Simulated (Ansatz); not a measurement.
Where the default PAW files enter, the runs use the earlier of Ansatz's two default sets.

```
N4Si3
1.0
    2.90520     0.00000     0.00000
    0.00000    13.17145     0.00000
    0.00000     6.58572     3.80227
Si N
6 8
Direct
  0.25000   0.76892   0.05603
  0.75000   0.23108   0.94397
  0.75000   0.59387   0.63721
  0.25000   0.40613   0.36279
  0.25000   0.82495   0.58118
  0.75000   0.17505   0.41882
  0.25000   0.66667   0.00000
  0.75000   0.33333   0.00000
  0.25000   0.03081   0.63904
  0.75000   0.96919   0.36096
  0.75000   0.70066   0.26853
  0.25000   0.29934   0.73147
  0.25000   0.66985   0.62949
  0.75000   0.33015   0.37051
```

Space group of this cell: P6_3/m. The cell is taken as given.

The current runs along the normal of the first two printed vectors, the (110) plane. All runs by Ansatz (a quantum-chemistry and plane-wave program), plane waves and PAW, without spin-orbit coupling; the base is r2SCAN.

| run | mean pressure (GPa) | gap (eV) | mid-gap κ (1/Å) |
|---|---|---|---|
| base | 0.1 | 5.00 | 0.392 |
| all lengths scaled by 0.98 | 18.0 | ___ | ___ |
| all lengths scaled by 1.02 | -13.8 | ___ | ___ |
| lda in place of r2scan | -3.1 | 4.17 | 0.379 |
| lengths across the current scaled by 0.98, ions clamped | 11.8 | 5.34 | 0.398 |
| lengths across the current scaled by 1.02, ions clamped | -9.6 | ___ | ___ |
| lengths along the current scaled by 0.97, ions clamped | 8.5 | 4.88 | 0.407 |
| lengths along the current scaled by 1.03, ions clamped | -6.9 | 5.06 | 0.369 |
| pbesol in place of r2scan | 1.9 | 4.21 | 0.375 |

### Question
Complete the blanks.

### Answer

- all lengths scaled by 0.98, gap (eV): 5.26
- all lengths scaled by 0.98, mid-gap κ (1/Å): 0.414
- all lengths scaled by 1.02, gap (eV): 4.74
- all lengths scaled by 1.02, mid-gap κ (1/Å): 0.360
- lengths across the current scaled by 1.02, ions clamped, gap (eV): 4.67
- lengths across the current scaled by 1.02, ions clamped, mid-gap κ (1/Å): 0.374
